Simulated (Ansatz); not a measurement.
Base system: HgS in the zinc blende structure (space group F-43m, No. 216; a = 5.876 Å). Axes: x, y, z lie along the cube axes.

Level of theory: Ansatz (an electronic-structure program), PBEsol, PAW, cutoff 420 eV, no SOC, earlier PAW set.

Free-standing slabs (2 atom(s) a layer) normal to [110] with 15 Å of vacuum; in-plane cell held at bulk.

One change was made to it. Results:

```json
[
 {"quantity": "excess energy per area of both faces (slab less bulk energy over the cell's area: twice a surface energy) (uncertain by up to 0.08 J/m²)", "base": "–", "after": "0.5 J/m²"},
 {"quantity": "valence-band top at Γ (three highest levels, from the VBM)", "base": "–", "after": "0.00, -0.13, -0.36 eV"},
 {"quantity": "band gap", "base": "zero", "after": "0.41 eV"},
 {"quantity": "gap character", "base": "–", "after": "direct at Γ"}
]
```

Q: Name the change that was made.
A) 3 layers
B) 6 layers
C) 2 layers
D) 7 layers

A: B, 6 layers. For comparison, the band gap in the other runs: 2 layers gives 1.18 eV; 3 layers gives 0.84 eV; 7 layers gives 0.30 eV.

Slab and bulk use different k-meshes, which limits the precision of the excess energy. Spin-orbit coupling, missing from the scalar runs, can matter with Hg. No phonon test of stability was made. All final runs are without spin polarisation. The zero or small gap of HgS can change with the level of theory. Labels are those of the standard path for the cell's own space group.
